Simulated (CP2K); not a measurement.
Troubleshooting CP2K: a failed run on TeH₂O₄ (P2_1/c, 14 atoms in the cell). The aim is a self-consistent single point with DFT PBEsol, GPW, DZVP-MOLOPT-SR-GTH basis, GTH-PBE potentials (GTH_POTENTIALS).

Cell that was meant: a = 5.9209 Å, b = 4.8744 Å, c = 5.2478 Å, α = 90.00°, β = 116.15°, γ = 90.00°.

Part of the input:

```
        METHOD BROYDEN_MIXING
        ALPHA 0.4
        NBUFFER 8
        BETA 0
      &END MIXING
    &END SCF
    &KPOINTS
```

Log, with long lists cut:

```
 GLOBAL| Method name                                                        CP2K
 GLOBAL| Project name                                                        run
 GLOBAL| Run type                                                   ENERGY_FORCE

 CELL| Volume [angstrom^3]:                                           135.957379
   [... lines left out ...]
 BRILLOUIN| K-point scheme                                        Monkhorst-Pack
 BRILLOUIN| K-Point grid                                             4    4    4
 BRILLOUIN| Gamma-centered k-point mesh                                     ON
 BRILLOUIN| K-point symmetry accuracy                               0.100000E-05
 BRILLOUIN| K-Point point group symmetrization                               OFF
 BRILLOUIN| Wavefunction type                                            COMPLEX
 BRILLOUIN| List of Kpoints [2 Pi/Bohr]                                       36
 BRILLOUIN| Number           Weight            X              Y              Z
 BRILLOUIN|     1           0.03125       -0.25000       -0.25000       -0.25000
 BRILLOUIN|     2           0.03125       -0.25000       -0.25000        0.00000
 BRILLOUIN|     3           0.03125       -0.25000       -0.25000        0.25000
   [... 33 lines left out ...]
 *******************************************************************************

 *******************************************************************************
 *   ___                                                                       *
 *  /   \                                                                      *
 * [ABORT]                                                                     *
 *  \___/      Mixing employing the Kerker damping factor needs BETA /= 0.0    *
 *    |                                                                        *
 *  O/|                                                                        *
 * /| |                                                                        *
 * / \                                             qs_scf_initialization.F:740 *
 *******************************************************************************

 ===== Routine Calling Stack =====

            3 qs_energies
            2 qs_forces
            1 CP2K
Abort(1) on node 0 (rank 0 in comm 0): application called MPI_Abort(MPI_COMM_WORLD, 1) - process 0
```

Task: Read the log: what does the program object to, and what is the fix?

Result: The fault is a screening parameter of zero in the density mixing; here the program stops on it instead of giving results. To fix it, leave the parameter to its default or give it a positive value. The program stopped before any SCF iteration.

An input that runs soundly differs in these lines (not the only fix; some lines may just follow from the change or write a value another way):
```diff
-        BETA 0
+        BETA 1
```

With that input, the run converged in 14 iterations: free energy E − TS -3978.8842 eV; top of the valence band (on the code's own zero) 2.95 eV; gap on the k-point mesh 1.71 eV; pressure 13.87 GPa; largest force (vector length) 1.402 eV/Å (DFT PBEsol, GPW, DZVP-MOLOPT-SR-GTH basis, GTH-PBE potentials (GTH_POTENTIALS)).

On the sound input: the starting cell comes from a database of computed structures (which also holds hypothetical and non-ambient phases and stackings), without a prior relaxation at this level. Its lattice was rescaled by a random factor within 2.5 % of one. Spin-orbit coupling is off. Values carry the incompleteness of an atom-centred basis. The potentials were made for another functional than the one used. With a pressure of about 14 GPa the cell is away from its equilibrium volume at this level. Forces in this geometry exceed 1 eV/Å.
